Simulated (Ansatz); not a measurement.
## Amorphous Pd20Ni20P10

It comes from a melt-quench run on a machine-learned potential (CHGNet), relaxed afterwards by DFT. The hot cell started wider than the set density and was brought back towards it in steps. It is the lowest in DFT energy of 3 quenches. It is a model cell: composition and starting density were chosen by hand, and all elements were melted together. No dispersion term was used.

All values below come from PBE, scalar-relativistic without spin-orbit coupling (plane waves to 420 eV, PAW; Ansatz, an electronic-structure program). Geometry, pressure, stress and energy are those of the PBE run. Its sampling: a 2×2×2 Γ-centred mesh; Fermi-Dirac width 0.1 eV; no spin polarisation.

The number of atoms in the cell is 50, the density (volume relaxed, without dispersion) is 8.96 g/cm^3 and the volume per atom comes out as 13.39 Å³. The pressure on a 2×2×2 Γ-centred mesh comes out as 0.07 GPa and the largest force and stress component on that mesh (the relaxation ran on one k-point at (1/4, 1/4, 1/4)) is 0.18 eV/Å and 0.3 GPa. The gap on a 2×2×2 Γ-centred mesh (PBE) comes out as within the smearing (under twice its width).

Cut-offs for bonds: Pd-Pd 3.32 Å, Pd-Ni 3.10 Å, Pd-P 2.84 Å, Ni-Ni 2.94 Å, Ni-P 2.74 Å, P-P 2.57 Å.

```
Property                                                                          Value
-----------------------  --------------------------------------------------------------
Mean coordination of Pd  12.20 (1 with 10, 1 with 11, 12 with 12, 5 with 13, 1 with 14)
Mean coordination of Ni    10.90 (1 with 9, 7 with 10, 7 with 11, 4 with 12, 1 with 14)
Mean coordination of P                              7.80 (4 with 7, 4 with 8, 2 with 9)
Mean Pd-Pd bond                                    2.931 Å (spread 0.146 Å, 58 counted)
Mean Pd-Ni bond                                    2.733 Å (spread 0.113 Å, 91 counted)
```

Its density started from a set value of 9.26 g/cm³. The simulated quench (nominally 170 K/ps over its main leg) is rapid and tends to freeze in more defects than a deposited or slowly cooled glass has. One small periodic cell is one sample of the glass; other quenches scatter about these values. Volume and shape were free in the relaxation. On a 2×2×2 Γ-centred mesh force components of up to 0.18 eV/Å stay, since the relaxation ran on one k-point at (1/4, 1/4, 1/4).
